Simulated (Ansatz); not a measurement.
# SnAu in the NiAs type structure (space group P6_3/mmc, No. 194)

```
SnAu
1.0
    4.33265     0.00000     0.00000
   -2.16633     3.75219     0.00000
    0.00000     0.00000     5.55623
Sn Au
2 2
Cartesian
  2.16633   1.25073   4.16718
  0.00000   2.50146   1.38906
  0.00000   0.00000   2.77812
  0.00000   0.00000   0.00000
```

Level of theory: PBEsol in Ansatz (plane waves to 420 eV, PAW, spin-orbit coupling left out). Settings: 12×12×9 k-points, 0.05 eV Fermi–Dirac smearing.

Volume per atom: 22.58 Å³
Density: 11.61 g/cm³
Band gap: zero
Total energy: -9478.636 eV/atom (σ→0; compares only within this code and set-up)

Whether these cells are dynamically stable was not tested.

Ansatz is a program for electronic structure.
